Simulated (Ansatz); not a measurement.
Take Mg2Si (space group Fm-3m, No. 225; a = 6.3261 Å) as the base. Axes: x, y, z lie along the cube axes.

The values are results of PBEsol, PAW, 420 eV (Ansatz, a quantum-chemistry and plane-wave program; no SOC), not measurements.

Strains are applied to the cell and any free atomic positions relax.

One change was made to it. Results:

The pressure (mean of the normal stresses, compression positive) goes from zero to -1.4 GPa; the band gap goes from 0.12 eV to zero; the energy goes up by 7.5 meV/atom.

Problem. Which change produced these results?
A. uniaxial strain ε_zz = +0.60 %
B. strain tensor (xx, yy, zz, yz, xz, xy) = (+2.07, +0.25, +0.35, −1.04, +0.98, +1.13) %
C. isotropic strain −0.66 %
D. uniaxial strain ε_zz = +5.96 %

Solution. B, strain tensor (xx, yy, zz, yz, xz, xy) = (+2.07, +0.25, +0.35, −1.04, +0.98, +1.13) %. For comparison, the energy relative to the base in the other runs: uniaxial strain ε_zz = +5.96 % gives +26 meV/atom; isotropic strain −0.66 % gives +1.5 meV/atom; uniaxial strain ε_zz = +0.60 % gives +0.3 meV/atom.

Whether these cells are dynamically stable was not tested. The final runs are not spin-polarised. Gaps under 0.05 eV, about the width of the smearing, are given as zero. The zero or small gap of Mg2Si can change with the level of theory.
